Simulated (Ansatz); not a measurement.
## GeSi₃ (model structure, P-4m2, No. 115, 4 atoms in the cell)

Computed with LDA in Ansatz (plane waves, PAW).

Numerical settings: plane-wave cutoff 520 eV, 10×10×6 k mesh (along the axes of the cell as run), Fermi–Dirac smearing 0.01 eV, scalar-relativistic PAW data made under PBE.

Cell (relaxed at this level):

```cif
data_GeSi3
_chemical_formula_sum 'Si3 Ge1'
_space_group_name_H-M_alt 'P 1'
_space_group_IT_number 1
_cell_length_a 3.85344
_cell_length_b 3.85344
_cell_length_c 5.44631
_cell_angle_alpha 90.000
_cell_angle_beta 90.000
_cell_angle_gamma 90.000
loop_
_space_group_symop_operation_xyz
  'x, y, z'
loop_
_atom_site_label
_atom_site_type_symbol
_atom_site_fract_x
_atom_site_fract_y
_atom_site_fract_z
_atom_site_occupancy
Si1 Si 0.50000 0.00000 0.75479 1
Si2 Si 0.00000 0.00000 0.00000 1
Si3 Si 0.00000 0.50000 0.24521 1
Ge1 Ge 0.50000 0.50000 0.50000 1
```

* **band gap**: 0.22 eV (on the SCF k mesh)
* **bulk modulus B0**: 90.9 GPa

Note: the bulk modulus is −V dP/dV from two relaxed cells at ±2 % in volume; the relaxation could raise the start's symmetry but not lower it, so the cell can be a saddle point.

Spin–orbit coupling is not included.

A model structure was made by putting elements into a prototype or built by hand; it is no filed structure, need not be a known phase, and can be a saddle point held by its symmetry.

Ansatz is a program for electronic structure.
